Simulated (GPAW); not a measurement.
Worked example: self-consistent single point of Be4NiGe (F-43m, 6 atoms in the cell) in GPAW.

Method: LDA (Perdew-Wang 92), GPAW PAW datasets LDA (gpaw-data 1.0.1) (plane waves; GPAW).

```yaml
crystal:
  lattice:
    - [0.00000, 3.06591, 3.06591]
    - [3.06591, 0.00000, 3.06591]
    - [3.06591, 3.06591, 0.00000]
  atoms:
    - { symbol: Be, position: [0.37674, 0.37674, 0.37674] }
    - { symbol: Be, position: [0.86978, 0.37674, 0.37674] }
    - { symbol: Be, position: [0.37674, 0.37674, 0.86978] }
    - { symbol: Be, position: [0.37674, 0.86978, 0.37674] }
    - { symbol: Ni, position: [0.75000, 0.75000, 0.75000] }
    - { symbol: Ge, position: [0.00000, 0.00000, 0.00000] }
```

Reference input (self-consistent single point, DFT LDA (Perdew-Wang 92), plane waves, GPAW PAW datasets LDA (gpaw-data 1.0.1)): mode = pw; ecut = 800 eV; xc = LDA; kpts = 12 12 12; mesh shift (steps) = 0 0 0; occupations.name = fermi-dirac; occupations.width = 0.05 eV; nbands = -14; symmetry.symmorphic = false; symmetry.tolerance = 0.0005; maxiter = 100. This run's input differs from it in these lines:

```diff
@@ -18,3 +18,3 @@
             xc='LDA',
-            kpts={'size': (12, 12, 12), 'gamma': True},
+            kpts={'size': (6, 6, 6), 'gamma': True},
             occupations=FermiDirac(0.05),
```

Output, abridged:

```
     iter     time        total  log10-change:
                         energy   eigst   dens
iter:   1 --:--:--   -31.295373
iter:   2 --:--:--   -31.147489   -0.48  -1.22
iter:   3 --:--:--   -30.732535   -1.01  -1.26
iter:   4 --:--:--   -30.568302   -2.03  -1.55
iter:   5 --:--:--   -30.573990   -3.12  -1.82
iter:   6 --:--:--   -30.599407   -2.91  -1.83
iter:   7 --:--:--   -30.596400   -4.11  -2.28
iter:   8 --:--:--   -30.596420c  -5.95  -2.74
iter:   9 --:--:--   -30.596187c  -5.11  -2.76
iter:  10 --:--:--   -30.596187c  -6.78  -3.57
iter:  11 --:--:--   -30.596197c  -7.00  -3.71
iter:  12 --:--:--   -30.596191c  -7.04  -3.84
iter:  13 --:--:--   -30.596191c  -8.00c -4.27c
Converged after 13 iterations.

Dipole moment: (4.532881, 4.532881, 4.532881) |e|*Ang

Energy contributions relative to reference atoms: (reference = -99891.167369)

Kinetic:        +30.955075
Potential:      -19.189201
External:        +0.000000
XC:             -42.163312
Entropy (-ST):   -0.012865
Local:           -0.192319
SIC:             +0.000000
--------------------------
Free energy:    -30.602623
Extrapolated:   -30.596191

Showing only first 2 kpts
 Kpt  Band  Eigenvalues  Occupancy
  0    12      7.37818    2.00000
  0    13      7.37818    2.00000
  0    14      9.23198    0.00003
  0    15      9.23198    0.00003

  1    12      6.89112    2.00000
  1    13      7.03716    2.00000
  1    14      9.25377    0.00002
  1    15     10.76945    0.00000

Fermi level: 8.68341

No gap
   [... lines left out ...]
  0 Be    0.00515    0.00515    0.00515
  1 Be    0.00515   -0.00515   -0.00515
  2 Be   -0.00515   -0.00515    0.00515
  3 Be   -0.00515    0.00515   -0.00515
  4 Ni    0.00000   -0.00000   -0.00000
  5 Ge    0.00000    0.00000    0.00000

Stress tensor:
     0.040084     0.000000     0.000000
     0.000000     0.040084     0.000000
     0.000000     0.000000     0.040084
Stress (GPa, Voigt): [6.4221 6.4221 6.4221 0.     0.     0.    ]
```

The run converged in 13 iterations. GPAW prints stress with tension positive. Against the reference run the free energy goes down by 3.8 meV/atom, the pressure goes from -6.87 to -6.42 GPa and the largest force goes from 0.004 to 0.009 eV/Å.

The starting cell comes from a database of computed structures (which also holds hypothetical and non-ambient phases and stackings), without a prior relaxation at this level. Spin polarisation is off. With a pressure of about -6 GPa the cell is away from its equilibrium volume at this level.
